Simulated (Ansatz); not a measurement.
Levels about the gap of amorphous Hf₁₈O₃₉La₂ (59 atoms in a cell of 783 Å³, 8.73 g/cm³; zone centre alone, so wide bands show as single levels with stretches between that a denser mesh fills), at the geometry that PBE relaxed, where it gives 0.0 GPa on a denser mesh. The participation number counts the atoms over which a state spreads; weights are charges in smoothed Voronoi cells. The levels come from a single point, so bond lengths are those of that geometry. Method of the levels: PBE, scalar-relativistic without spin-orbit coupling (Ansatz, a program for electronic structure). Sampling: the zone centre alone; Fermi-Dirac width 0.02 eV; no spin polarisation. At PBE the levels at the filled edge of the gap are localised (band-tail or defect states).

The cell was made by melting and quenching with the CHGNet potential and then relaxed with DFT. O atoms were pushed apart under 1.9 Å during the dynamics, to hinder bonds among them. The hot cell started wider than the set density and was brought back towards it in steps. It is the lowest in DFT energy of 2 quenches. It is a model cell: composition and starting density were chosen by hand, and all elements were melted together. No dispersion term was used. Its density started from a set value of 8.75 and ended at 8.73 g/cm³. The simulated quench (nominally 380 K/ps over its main leg) is rapid and tends to freeze in more defects than a deposited or slowly cooled glass has. One small periodic cell is one sample of the glass; other quenches scatter about these values. The volume was free in the relaxation, at fixed shape. Stress components on the final sampling reach 3.5 GPa.

```csv
"E - E(highest filled), eV",filling,participation number,largest on,weight O,weight Hf,weight La
-0.34,filled,13.7,"O, 4 neighbours",0.95,0.05,0.01
-0.31,filled,12.9,"O, 3 neighbours",0.95,0.04,0.01
-0.29,filled,17.7,"O, 3 neighbours",0.94,0.05,0.00
-0.24,filled,9.3,"O, 3 neighbours",0.94,0.05,0.01
-0.15,filled,5.4,"O, 3 neighbours",0.95,0.05,0.00
-0.09,filled,14.0,"O, 3 neighbours",0.95,0.05,0.01
0.00,filled,6.8,"O, 2 neighbours",0.95,0.04,0.00
3.72,empty,13.5,"Hf, 6 neighbours",0.41,0.56,0.03
3.90,empty,11.3,"Hf, 7 neighbours",0.40,0.49,0.11
4.05,empty,20.8,"Hf, 6 neighbours",0.38,0.50,0.12
4.28,empty,10.8,"La, 8 neighbours",0.32,0.39,0.28
4.36,empty,23.5,"La, 8 neighbours",0.40,0.38,0.23
4.41,empty,17.7,"La, 8 neighbours",0.30,0.45,0.25
4.48,empty,8.0,"La, 8 neighbours",0.26,0.35,0.38
```

Most localised among these is the filled level at -0.15 eV, on a O atom, which has 3 neighbours (Hf 2.02 Å, Hf 2.13 Å, Hf 2.30 Å).
